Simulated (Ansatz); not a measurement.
## Sn: response to strain

The parent structure is Sn in the diamond structure (space group Fd-3m, No. 227; a = 6.569 Å). Axes: x, y, z lie along the cube axes.

Strains are applied to the cell and any free atomic positions relax; under biaxial strain the out-of-plane vector relaxes too.

The values are results of Ansatz (a program for electronic structure) r2SCAN, spin-orbit coupling left out, earlier PAW set, not measurements.

Candidates:
(a) biaxial strain −2.60 %, plane normal [001], relaxed out of plane
(b) isotropic strain −5.14 %
(c) biaxial strain −4.41 %, plane normal [110], relaxed out of plane
(d) biaxial strain +1.04 %, plane normal [110], relaxed out of plane
(e) biaxial strain −1.84 %, plane normal [001], relaxed out of plane

Notes on the quantities. energy relative to the base: free energy F.

Q: Order them by energy relative to the base, lowest first.

A: (d) biaxial strain +1.04 %, plane normal [110], relaxed out of plane (+2.1 meV/atom), (e) biaxial strain −1.84 %, plane normal [001], relaxed out of plane (+5.3 meV/atom), (a) biaxial strain −2.60 %, plane normal [001], relaxed out of plane (+11 meV/atom), (c) biaxial strain −4.41 %, plane normal [110], relaxed out of plane (+40 meV/atom), (b) isotropic strain −5.14 % (+137 meV/atom)

A biaxial case was relaxed in a doubled cell and then solved in the primitive one. Whether these cells are dynamically stable was not tested.
